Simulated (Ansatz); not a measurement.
## ZnSnO3: element substitutions

The reference is ZnSnO$_{3}$ (space group R-3, No. 148; a cell from a computed database, its experimental status unchecked).

Space group R-3, hexagonal axes (No. 148); a = 5.308 Å, b = 5.308 Å, c = 14.025 Å, α = 90.00°, β = 90.00°, γ = 120.00°

| atom | site | symmetry | x | y | z |
|---|---|---|---|---|---|
| Zn | 6c | 3. | 0.0000 | 0.0000 | 0.3650 |
| Sn | 6c | 3. | 0.0000 | 0.0000 | 0.1491 |
| O | 18f | 1 | 0.3048 | 0.0064 | 0.2488 |
(The calculation used a cell of 10 atoms; values per cell refer to that cell.)

Each row replaces one element on all its sites; cell and atoms are relaxed.

The values are results of PBEsol (Ansatz, a first-principles code, PAW, scalar-relativistic without spin-orbit coupling), not measurements.

```
variant    band gap  volume per atom
-------  ----------  ---------------
base        1.44 eV         11.41 Å³
Sn → Pd     1.25 eV       (withheld)
Sn → Si  (withheld)          9.00 Å³
O → N    (withheld)         11.45 Å³
```

Q: What belongs in the blanks?

A: 
- Sn → Pd, volume per atom: 10.51 Å³
- Sn → Si, band gap: 3.91 eV
- O → N, band gap: zero

No phonon test of stability was made. As relaxed here, ZnPdO3 and ZnSnN3 are hypothetical phases, not in the database extracts checked. For ZnSiO3 in this form, whether it has been made was not checked. The final runs are not spin-polarised.
